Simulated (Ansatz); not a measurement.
An Ansatz (an electronic-structure program) input (PBEsol, PAW, 420 eV (Ansatz; scalar-relativistic without spin-orbit coupling)):

Ansatz 0.2 input:
```yaml
crystal:
  lattice:
    - [4.5477160246, 0, 0]
    - [2.2738580123, 3.9384376065, 0]
    - [0, 0, 7.4237107696]
  atoms:
    - { symbol: Mg, position: [0.6666666667, 0.6666666667, 0.0009846813] }
    - { symbol: Mg, position: [0.3333333333, 0.3333333333, 0.5009846813] }
    - { symbol: Te, position: [0.6666666667, 0.6666666667, 0.6242153187] }
    - { symbol: Te, position: [0.3333333333, 0.3333333333, 0.1242153187] }
basis: { ecutwfc: 420, ecutrho_ratio: 4, xc_grid: 2, fft_grid_basis: typed }
kpoints: { mp_grid: { grid: [8, 8, 5] } }
hamiltonian:
  xc: pbesol
  dispersion: none
  pseudopotentials: { kind: paw }
scf: { occupations: { method: fermi_dirac, width: 0.05 } }
relax: { f_tol: 0.005, max_steps: 50, cell: { stress_tol: 0.01, fix: [a, b, gamma] } }
output: { forces: true, stress: true }
checkpoint: { write: state.ck, write_every: 1000 }
```

Problem. Which symmetry and how many k-points will the program report, and about how many plane waves at Γ?

Solution. Space group P63mc (ITA 186) with 12 operations, k-points 30 of 320, and 2611 plane waves at Γ.

The cells carry an imposed strain or load. Stability against distortions was not tested. The cell was made from MgTe in the wurtzite structure (space group P6_3mc, No. 186) by this change: biaxial strain −0.29 %, plane normal [001], relaxed out of plane.
